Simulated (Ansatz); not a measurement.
Start from Pt in the simple cubic structure (space group Pm-3m, No. 221; a hypothetical phase, not in the database extracts checked; relaxed with 0.1 eV smearing).

```
CELL_PARAMETERS angstrom
      2.58800     0.00000     0.00000
      0.00000     2.58800     0.00000
      0.00000     0.00000     2.58800
ATOMIC_POSITIONS crystal
  Pt 0.00000 0.00000 0.00000
```

Computed with PBEsol in Ansatz (plane waves to 420 eV, PAW, no spin-orbit coupling).

For the base:

| Item | Result |
|---|---|
| Pressure | 0.0 GPa |

Perturbation: every lattice vector is stretched by 0.91 %, atoms relaxed at fixed cell.

Task: Estimate the effect on the energy relative to the base.

Result: The energy increases by 8.4 meV/atom.

Task: What does the calculation give for the pressure after the change?

Result: The pressure goes from zero to -5.5 GPa.

The cells carry an imposed strain or load. No phonon test of stability was made. All final runs are without spin polarisation. Pt lies near a magnetic instability that expansion can trigger; it was not tested.

Ansatz is a first-principles code.
